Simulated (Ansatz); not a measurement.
Consider Ge (space group I4/mmm, No. 139; a = 6.949 Å, c = 4.011 Å; a hypothetical phase, not in the database extracts checked; relaxed with 0.1 eV smearing). Axes: x, y, z lie along a, b, c of the conventional cell.

The values are results of Ansatz (a quantum-chemistry and plane-wave program) PBEsol, no spin-orbit coupling, not measurements.

For the base:

The pressure is 0.0 GPa and the shortest interatomic distance comes out as 2.448 Å.

It is then changed as follows: uniaxial strain ε_yy = −0.33 %, all other strain components held at zero, atoms relaxed at fixed cell.

Predict the new energy relative to the base, pressure and shortest interatomic distance.

The energy is nearly the same; the pressure (mean of the normal stresses, compression positive) goes from zero to 0.2 GPa; the shortest interatomic distance falls by 0.0023 Å to 2.445 Å.

No phonon test of stability was made.
